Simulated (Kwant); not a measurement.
# GaAs/Al0.3Ga0.7As stack with 1 barrier

System: GaAs/Al0.3Ga0.7As stack with 1 barrier. One parabolic valley. Leads of mass 0.067 mₑ with the band edge at 0; grid 0.1 nm; bias swept from 0.0096 to 0.44756 V, dropping linearly over the stack. Emitter Fermi level 0.028 eV, 77 K, equal in the collector.

| layer | thickness (nm) | band offset (eV) | mass (mₑ) |
|---|---|---|---|
| 1 | 5.7 | 0.24 | 0.092 |

Constants are typed, rounded textbook-type inputs, not results; the design itself was drawn at random and stands for no fabricated device.

Computed with Kwant: one-band effective-mass tight-binding model in one dimension, coherent, no space charge, current by the Tsu-Esaki formula.

| bias (V) | J (A/cm²) |
|---|---|
| 0.009600 | 95.6 |
| 0.02582 | 216 |
| 0.04204 | 298 |
| 0.05826 | 374 |
| 0.07448 | 456 |
| 0.09070 | 549 |
| 0.1069 | 655 |
| 0.1231 | 777 |
| 0.1394 | 919 |
| 0.1556 | 1080 |
| 0.1718 | 1270 |
| 0.1880 | 1500 |
| 0.2042 | 1760 |
| 0.2205 | 2070 |
| 0.2367 | 2440 |
| 0.2529 | 2880 |
| 0.2691 | 3400 |
| 0.2853 | 4020 |
| 0.3016 | 4760 |
| 0.3178 | 5660 |
| 0.3340 | 6740 |
| 0.3502 | 8040 |
| 0.3665 | 9630 |
| 0.3827 | 11500 |
| 0.3989 | 13900 |
| 0.4151 | 16700 |
| 0.4313 | 20100 |
| 0.4476 | 24200 |
